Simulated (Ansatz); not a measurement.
**WSi$_{2}$ (space group Fddd, No. 70; a hypothetical phase, not in the database extracts checked)**

WSi₂ is modelled in the orthorhombic space group Fddd, origin choice 1 (No. 70), Pearson symbol oF24. Conventional cell: a = 4.5568 Å, b = 7.8736 Å, c = 8.9148 Å, α = β = γ = 90.00°. Si on 16f has 5 Si at 2.577–2.651 Å and 5 W at 2.593–2.646 Å. W on 8a is surrounded by 10 Si at 2.593–2.646 Å and 4 W at 3.184 Å. (Neighbours: up to the widest gap in distance over summed covalent radii, below 1.35, at either atom; cation-cation and far metal-metal contacts left out.)
(The calculation used a cell of 6 atoms; values per cell refer to that cell.)

Level of theory: PBEsol, PAW, 420 eV (Ansatz, an electronic-structure program; no spin-orbit coupling). k-mesh 13×13×13 (Γ-centred); smearing 0.05 eV (Fermi–Dirac).

```json
{
 "volume_per_atom": "13.33 Å³",
 "density": "9.97 g/cm³",
 "band_gap": "zero",
 "total_energy": "-3833.511 eV/atom (σ→0; compares only within this code and set-up)"
}
```

No phonon test of stability was made. The final runs are not spin-polarised.
